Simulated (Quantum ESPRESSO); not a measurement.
## Several settings converged on FeAl (P4mm, 2 atoms in the cell)

```yaml
crystal:
  lattice:
    - [2.91873, 0.00000, 0.00000]
    - [0.00000, 2.91873, 0.00000]
    - [0.00000, 0.00000, 2.91873]
  atoms:
    - { symbol: Al, position: [0.50000, 0.50000, 0.51713] }
    - { symbol: Fe, position: [0.00000, 0.00000, 0.00000] }
```

Base method: LDA (PZ), PSlibrary PAW (LDA) pseudopotentials (plane waves; Quantum ESPRESSO 7.5).

Base settings: ecutwfc = 55 Ry; ecutrho = 330 Ry; occupations = smearing; smearing = fermi-dirac; degauss = 0.0073499 Ry; potentials = {Al: Al.pz-n-kjpaw_psl.1.0.0.UPF, Fe: Fe.pz-n-kjpaw_psl.1.0.0.UPF}; K_POINTS = automatic 9 9 9 0 0 0; conv_thr = 1e-10 Ry; mixing_beta = 0.4.

The count of work is k-points × plane waves × bands × iterations; it is no time. 

**The k-point mesh**

The second cell is the first with its lattice scaled by 0.98.

Only quantities that move along the ladder and can be compared are tabulated.

```tsv
K_POINTS	free energy less the last step's (meV/atom)	energy of the compressed cell less the first (meV/atom)	pressure (GPa)	largest difference of a force vector from the last step's (eV/Å)	count of work / last
automatic 2 2 2 0 0 0	63.04	-43.33	-14.33	0.096	0.0045
automatic 4 4 4 0 0 0	-42.29	-66.97	-18.93	0.004	0.013
automatic 6 6 6 0 0 0	-2.99	-61.91	-17.90	0.004	0.025
automatic 8 8 8 0 0 0	5.29	-60.43	-17.60	0.001	0.046
automatic 9 9 9 0 0 0	-3.46	-62.08	-17.93	0.000	0.046
automatic 11 11 11 0 0 0	0.68	-61.25	-17.77	0.000	0.086
automatic 27 27 27 0 0 0	0.00	-61.38	-17.79	0.000	1.0
```

Coarsest K_POINTS that holds the energy of the compressed cell less the first within 2 meV/atom of the last step, with all finer ones: automatic 6 6 6 0 0 0, at 0.025 of the last step's count of work; the step before is off by 5.6 meV/atom.

Coarsest K_POINTS that holds the pressure within 0.5 GPa of the last step, with all finer ones: automatic 6 6 6 0 0 0, at 0.025 of the last step's count of work; the step before is off by 1.1 GPa.

Coarsest K_POINTS that holds the forces within 0.01 eV/Å of the last step, with all finer ones: automatic 4 4 4 0 0 0, at 0.013 of the last step's count of work; the step before is off by 0.096 eV/Å.

The energy difference between the two cells stays within 1 meV/atom of the last step's from automatic 6 6 6 0 0 0 on, the total only from automatic 11 11 11 0 0 0 on: much of the error is common to both cells and cancels.

**The k-point mesh at a smearing width of 0.02 eV**

In this ladder: degauss = 0.00147 Ry.

Only quantities that move along the ladder and can be compared are tabulated.

| K_POINTS | free energy less the last step's (meV/atom) | pressure (GPa) | count of work / last |
|---|---|---|---|
| automatic 4 4 4 0 0 0 | -47.43 | -19.09 | 0.013 |
| automatic 6 6 6 0 0 0 | -3.03 | -18.26 | 0.027 |
| automatic 8 8 8 0 0 0 | 9.91 | -18.03 | 0.051 |
| automatic 12 12 12 0 0 0 | -2.53 | -18.25 | 0.15 |
| automatic 18 18 18 0 0 0 | -0.37 | -18.20 | 0.34 |
| automatic 27 27 27 0 0 0 | 0.00 | -18.20 | 1.0 |

Coarsest K_POINTS that holds the free energy within 5 meV/atom of the last step, with all finer ones: automatic 12 12 12 0 0 0, at 0.15 of the last step's count of work; the step before is off by 9.9 meV/atom.

Coarsest K_POINTS that holds the pressure within 0.2 GPa of the last step, with all finer ones: automatic 6 6 6 0 0 0, at 0.027 of the last step's count of work; the step before is off by 0.89 GPa.

**The k-point mesh at a smearing width of 0.3 eV**

In this ladder: degauss = 0.02205 Ry.

Only quantities that move along the ladder and can be compared are tabulated.

| K_POINTS | free energy less the last step's (meV/atom) | pressure (GPa) | count of work / last |
|---|---|---|---|
| automatic 4 4 4 0 0 0 | -9.22 | -16.33 | 0.013 |
| automatic 6 6 6 0 0 0 | -2.42 | -15.72 | 0.027 |
| automatic 8 8 8 0 0 0 | 0.14 | -15.60 | 0.051 |
| automatic 12 12 12 0 0 0 | -0.01 | -15.62 | 0.13 |
| automatic 18 18 18 0 0 0 | 0.00 | -15.62 | 0.37 |
| automatic 27 27 27 0 0 0 | 0.00 | -15.62 | 1.0 |

Coarsest K_POINTS that holds the free energy within 2 meV/atom of the last step, with all finer ones: automatic 8 8 8 0 0 0, at 0.051 of the last step's count of work; the step before is off by 2.4 meV/atom.

Coarsest K_POINTS that holds the pressure within 0.2 GPa of the last step, with all finer ones: automatic 6 6 6 0 0 0, at 0.027 of the last step's count of work; the step before is off by 0.71 GPa.

On the base run: the starting cell has typed, rounded lattice constants, without a prior relaxation at this level. Its lattice was rescaled by up to half a per cent. One atom was moved a little off its site on purpose. Spin polarisation is off. In the base run, with a pressure of about -18 GPa the cell is away from its equilibrium volume at this level.
